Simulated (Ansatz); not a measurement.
Bond-angle distributions (per cent of the angles at each element, bins of 10°) of a relaxed model of amorphous Ti20O43B2 at 3.47 g/cm³. Calculation: PBE, scalar-relativistic without spin-orbit coupling (plane waves to 420 eV, PAW; Ansatz, a quantum-chemistry and plane-wave program).

It comes from a melt-quench run on a machine-learned potential (CHGNet), relaxed afterwards by DFT. O atoms were pushed apart under 1.9 Å during the dynamics, to hinder bonds among them. The hot cell started wider than the set density and was brought back towards it in steps. It is the lowest in DFT energy of 2 quenches. It is a model cell: composition and starting density were chosen by hand, and all elements were melted together. No dispersion term was used. Its density started from a set value of 3.47 and ended at 3.47 g/cm³. Cooling (nominally 300 K/ps over its main leg) ran many orders faster than in experiment, which tends to leave more defects and strain. One small periodic cell is one sample of the glass; other quenches scatter about these values. The volume was held where the preparation left it and the shape relaxed, at a PBE pressure of 2.3 GPa. Stress components on the final sampling reach 2.3 GPa. On a 2×2×2 Γ-centred mesh force components of up to 0.13 eV/Å stay, since the relaxation ran on the zone centre alone.

Bonds are counted up to Ti-Ti 3.12 Å, Ti-O 2.46 Å, Ti-B 2.49 Å, O-O 1.58 Å, O-B 1.80 Å, B-B 1.97 Å. Two cations that share two anions don't count as bonded, nor two that share one unless they lie closer than Ti-Ti 3.04 Å, Ti-B 2.42 Å, B-B 1.80 Å.

```json
[
 {"angle (°)": "50-60", "at Ti": "0", "at O": "0"},
 {"angle (°)": "60-70", "at Ti": "0", "at O": "0"},
 {"angle (°)": "70-80", "at Ti": "16", "at O": "0"},
 {"angle (°)": "80-90", "at Ti": "17", "at O": "2"},
 {"angle (°)": "90-100", "at Ti": "22", "at O": "21"},
 {"angle (°)": "100-110", "at Ti": "15", "at O": "19"},
 {"angle (°)": "110-120", "at Ti": "6", "at O": "5"},
 {"angle (°)": "120-130", "at Ti": "5", "at O": "20"},
 {"angle (°)": "130-140", "at Ti": "5", "at O": "11"},
 {"angle (°)": "140-150", "at Ti": "3", "at O": "16"},
 {"angle (°)": "150-160", "at Ti": "4", "at O": "4"},
 {"angle (°)": "160-170", "at Ti": "3", "at O": "2"},
 {"angle (°)": "170-180", "at Ti": "3", "at O": "0"}
]
```

They go with these counts of neighbours within the cut-offs, cation contacts included: Ti mean 5.3, most often 5; O mean 2.6, most often 3.
